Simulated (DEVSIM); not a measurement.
Device: Pt/La2O3/n-InP capacitor, at 300 K.

| layer (left to right) | material | thickness (nm) | Nd (cm⁻³) |
|---|---|---|---|
| 1 | La2O3 | 11.0 | - |
| 2 | InP | 5100 | 1.5e16 |

Metal gate on the left, work function 5.6 eV. Fixed charge at the semiconductor interface 0 cm⁻² (in units of +e); no interface traps.

The device is made up for the run: typed textbook-type constants, with dimensions and the other settings drawn at random. Values at 300 K.

```csv
parameter,La2O3,InP
gap (eV),5.8,1.344
affinity (eV),1.8,4.38
permittivity,27,12.5
Nc (cm⁻³),-,5.7e17
Nv (cm⁻³),-,1.1e19
```

DEVSIM, 1D Poisson equation in equilibrium, Boltzmann statistics, complete ionisation; no quantum confinement or tunnelling. Metal contacts follow the ideal Schottky-Mott rule: no Fermi-level pinning, no interface dipoles.

The interface trap density was swept, all else fixed.

```
interface trap density (cm^-2 eV^-1)  threshold voltage (band bending 2φF) (V)  flat-band voltage (V)  minimum of the low-frequency capacitance (μF/cm²)
------------------------------------  ----------------------------------------  ---------------------  -------------------------------------------------
0                                                                         0.01                   1.13                                             0.0377
1e10                                                                      0.01                   1.13                                             0.0392
1e11                                                                      0.01                   1.13                                             0.0530
3e11                                                                      0.01                   1.15                                             0.0830
1e12                                                                     -0.01                   1.19                                              0.182
2e12                                                                     -0.02                   1.25                                              0.308
```

From the first row to the last the threshold voltage (band bending 2φF) goes from 0.01 to -0.02. From the first row to the last the flat-band voltage goes from 1.13 to 1.25.
